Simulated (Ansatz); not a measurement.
Computed paths: Sc-vacancy pair in ceria, charge state +1

Consider Sc-vacancy pair (Sc on one host Ce site, one O site vacant) in ceria, charge state +1. Calculation: PBE, PAW (plane waves to 420 eV; Ansatz, a first-principles code).

Settings: 96 host sites, the relaxed PBE lattice, one k-point at (0.250, 0.250, 0.250), smearing 0.01 eV, spin-restricted, no image-charge correction. Static, classical nuclei. Spin-orbit coupling is left out. The charge state is imposed; whether it is stable for some Fermi level was not computed. Forms of the defect that were not tried may lie lower.

Barriers: single points on a 2×2×2 k-point mesh shifted by half a step at the bands' geometries.

```tsv
Route	Start site over the lowest site run (eV)	Hop (Å)	Forward barrier (eV)	Backward barrier (eV)	Neighbours at the start	Neighbours at the saddle	Saddle order	Forward, on the band's own sampling (eV)
a nearby O atom hops onto the vacant site (Sc-vacancy distance between ideal sites 2.37 Å throughout)	0.00	2.16	0.28	0.28	Ce at 2.28, 2 Ce at 2.51; 2 O at 2.72, 2 O at 2.79; Sc at 2.29 Å	Ce at 2.09; Sc at 2.06 Å	not checked, on a symmetry element	0.28
a nearby O atom hops onto the vacant site (Sc-vacancy distance between ideal sites 2.37 → 4.53 Å)	0.00	2.09	0.62	0.11	2 Ce at 2.33, 2 Ce at 2.48; 4 O at 2.76, O at 2.94 Å	2 Ce at 2.11 Å	not checked, on a symmetry element	0.62
```

Paths come from nudged elastic bands with a climbing image. Of the routes that converged and passed our checks, the lowest saddle point lies 0.28 eV above the lowest of the sites run (a nearby O atom hops onto the vacant site (Sc-vacancy distance between ideal sites 2.37 Å throughout)); other sites, such as split forms, and other routes may lie lower. A band can be held on a symmetry element, so unchecked saddle points there may be too high.

The whole set of runs took roughly 2.0 core-hours.
